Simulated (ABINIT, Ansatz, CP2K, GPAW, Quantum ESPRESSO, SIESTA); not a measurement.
# Code comparison for TiPt3 (Pm-3m, 4 atoms in the cell)

Self-consistent single point, at a second geometry (lattice scaled by 0.98). First geometry:

```yaml
crystal:
  lattice:
    - [3.87390, 0.00000, 0.00000]
    - [0.00000, 3.87390, 0.00000]
    - [0.00000, 0.00000, 3.87390]
  atoms:
    - { symbol: Ti, position: [0.00000, 0.00000, 0.00000] }
    - { symbol: Pt, position: [0.50000, 0.50000, 0.00000] }
    - { symbol: Pt, position: [0.00000, 0.50000, 0.50000] }
    - { symbol: Pt, position: [0.50000, 0.00000, 0.50000] }
```

Shared settings, as Ansatz (an electronic-structure program) writes them: kpoints.mp_grid.grid = 7 7 7; scf.occupations.method = gaussian; scf.occupations.width = 0.272 eV. Potentials and cutoffs stand in the table.

| code | model | ΔF from the first geometry (meV/atom) | pressure (GPa) | cutoff |
|---|---|---|---|---|
| CP2K | PBE, GPW, DZVP-MOLOPT-SR-GTH basis, GTH-PBE potentials (GTH_POTENTIALS) | 139.6 | 37.89 | grid 600 Ry |
| Ansatz | PBE, default PAW files | 137.0 | 37.03 | default |
| GPAW | PBE, GPAW PAW datasets PBE (gpaw-data 1.0.1) | 136.7 | 36.83 | 800 eV |
| SIESTA | GGA PBE, numerical atomic orbitals DZP, PseudoDojo PBE standard norm-conserving potentials (rewritten from UPF to PSML) | 117.6 | 33.16 | grid 400 Ry |
| ABINIT | PBE, norm-conserving pseudopotentials (PseudoDojo nc-sr-05 PBE standard) | 134.6 | 36.59 | 42 Ha |
| Quantum ESPRESSO | PBE, SSSP 1.1.2 efficiency (PBE) pseudopotentials | 134.4 | 36.49 | 50 Ry |

On Ansatz's run: spin-orbit coupling is off. Spin polarisation is off.

The spread over the programs that give each value: ΔF from the first geometry within 22.0 meV/atom; pressure within 4.73 GPa.

CP2K and SIESTA use small atom-centred bases, whose incompleteness enters pressures, forces and empty levels differently from a plane-wave cutoff. Ansatz's pressure is given at a fixed set of plane waves, as the other plane-wave codes print theirs; with its correction for the finite basis it is 37.11 GPa. In the pressure, CP2K (by 1.18) and SIESTA (by 3.55) lie more than 1 GPa from the median of the plane-wave programs.

The starting cell comes from a database of computed structures (which also holds hypothetical and non-ambient phases and stackings), without a prior relaxation at this level. Its lattice was rescaled by a random factor within 2.5 % of one. For this run, on top of that: lattice scaled by 0.98.

Left out of this page: Elk and FLEUR (not drawn, or without a comparable value).

Keys are those of Ansatz 0.2.
